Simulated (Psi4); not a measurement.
Psi4 1.11, B3LYP/def2-svpd: ammonia borane ([BH3-][NH3+]), 8 atoms. The geometry is a generated start, not checked to be a minimum at this level.

```yaml
task: energy
method: b3lyp
basis: def2-svpd
memory: 3 GB
maxiter: 100
keys_of_the_molecule_block: symmetry c1
scf_type: df (default)
e_convergence: 1e-06 (default)
d_convergence: 1e-06 (default)
dft_radial_points: 75 (default)
dft_spherical_points: 302 (default)
basis_functions: 88
grid_points: 174055
```

```xyz
8

B     -0.8220     0.1121    -0.0201
N      0.8211    -0.1142     0.0214
H     -1.2257    -0.6133    -0.8723
H     -0.9778     1.2638    -0.2805
H     -1.2154    -0.1801     1.0665
H      1.0158    -1.0717     0.2912
H      1.2144     0.5303     0.6976
H      1.1895     0.0730    -0.9040
```

With the defaults (diis = true, scf_initial_accelerator = adiis, damping_percentage = 0, diis_max_vecs = 10, level_shift = 0, level_shift_cutoff = 0.01, guess = auto, which took SAD) it converges in 7 SCF iterations. One run each on 2 threads, with these changes:
- guess = sap
- guess = core
- damping_percentage = 20
- level_shift = 0.5, level_shift_cutoff = 0.001
- guess = gwh
- guess = modhuckel
- diis = false, scf_initial_accelerator = none, damping_percentage = 60
- diis_max_vecs = 3
- diis_max_vecs = 6

Problem. Which of these changes keep the SCF from converging, or lead it to another solution?

Solution. No convergence: diis = false, scf_initial_accelerator = none, damping_percentage = 60 (the run ends without SCF convergence in 100 iterations). The rest reach the solution of the defaults.

```csv
setting,SCF iterations,end
the defaults,7,same solution
diis_max_vecs = 6,7,same solution
"level_shift = 0.5, level_shift_cutoff = 0.001",7,same solution
guess = modhuckel,8,same solution
guess = gwh,8,same solution
guess = sap,8,same solution
diis_max_vecs = 3,10,same solution
guess = core,11,same solution
damping_percentage = 20,18,same solution
"diis = false, scf_initial_accelerator = none, damping_percentage = 60",100,no convergence
```
